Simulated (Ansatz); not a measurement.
# Al, response to strain

Start from Al in the fcc (Cu type) structure (space group Fm-3m, No. 225; relaxed with 0.1 eV smearing).

```
Al
1.0
    0.00000     1.99683     1.99683
    1.99683     0.00000     1.99683
    1.99683     1.99683     0.00000
Al
1
Cartesian
  0.00000   0.00000   0.00000
```

Cartesian axes are those of the cell as printed.

Strains are applied to the cell and any free atomic positions relax.

Calculations: Kohn–Sham DFT with the r2SCAN functional, run in Ansatz (a first-principles code) with PAW and 500 eV plane waves, no spin-orbit coupling.

Notes on the quantities. energy relative to the base: free energy F; pressure: mean of the normal stresses, compression positive.

```tsv
change	volume per atom	energy relative to the base	pressure
base	15.92 Å³	0 meV/atom	0.0 GPa
uniaxial strain ε_zz = +0.50 %	16.00 Å³	+0.2 meV/atom	-0.5 GPa
uniaxial strain ε_zz = +1.00 %	16.08 Å³	+0.6 meV/atom	-0.9 GPa
uniaxial strain ε_zz = +1.50 %	16.16 Å³	+1.4 meV/atom	-1.3 GPa
uniaxial strain ε_zz = +2.00 %	16.24 Å³	+2.5 meV/atom	-1.7 GPa
uniaxial strain ε_zz = +2.50 %	16.32 Å³	+3.9 meV/atom	-2.1 GPa
uniaxial strain ε_zz = +3.00 %	16.40 Å³	+5.6 meV/atom	-2.5 GPa
```

No phonon test of stability was made.
